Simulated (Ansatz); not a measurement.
For TaSnS (model structure, started from the ZrSiS type, P4/nmm, No. 129, 6 atoms in the cell), PBEsol (plane waves, PAW; Ansatz, an electronic-structure program) gives:

- lattice constant a = 3.819 Å
- c axis length = 7.637 Å
- bulk modulus = 129 GPa
- cohesive energy = 5.36 eV/atom

### Question
What does r²SCAN in Ansatz (PAW) give for the same quantities?

### Answer

- lattice constant a: 3.868 Å (goes up by 1.3 %)
- lattice parameter c: 7.675 Å (goes up by 0.5 %)
- bulk modulus: 120 GPa (decreases by 7.0 %)
- cohesive energy: 4.76 eV/atom (shrinks by 0.60 eV/atom)

Changes are worked out from the printed values.

Unless a cell is named, each level is at its own relaxed cell (PBEsol 18.57, r²SCAN 19.14 Å³/atom).

Levels without +SOC leave out spin–orbit coupling, which shifts energies and cells of such heavy elements.

Caveats: the bulk modulus is −V dP/dV from two relaxed cells at ±2 % in volume (PBEsol, r²SCAN). Ansatz's density-functional and Hartree–Fock values are scalar-relativistic unless marked +SOC, with PAW data made under PBE.

A model structure was made by putting elements into a prototype or built by hand; it is no filed structure, need not be a known phase, and can be a saddle point held by its symmetry.
